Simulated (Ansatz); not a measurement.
## PBE against PBEsol: hypothetical diamond Li, pressure −1 GPa

Consider Li in the diamond structure (space group Fd-3m, No. 227; a = 5.8953 Å; a hypothetical phase, not in the database extracts checked).

(Cell as relaxed with PBE.)

Levels (all Ansatz, a first-principles code, PAW): PBE (420 eV, spin-orbit coupling left out); PBEsol (420 eV, no SOC).

Each level relaxes its own structure.

```tsv
base	PBE	PBEsol
volume per atom	25.61 Å³	25.39 Å³
lattice parameter a	5.895 Å	5.878 Å
band gap	zero	zero
```

Modification: a negative pressure, −1 GPa.

```csv
quantity,PBE,PBEsol
lattice parameter a,6.468 Å,…
band gap,zero,…
```

**Question.** Given the PBE results, estimate those of PBEsol.

**Answer.** 
- lattice parameter a, PBEsol: 6.442 Å
- band gap, PBEsol: zero

PBE's lattice parameter a lies 0.026 Å above PBEsol's (0.4 %); the two agree on the band gap. Neither level is exact; PBEsol is the comparison here, not a measurement.

Load acts through the strain it causes; cell and atoms are relaxed under it. Whether these cells are dynamically stable was not tested.
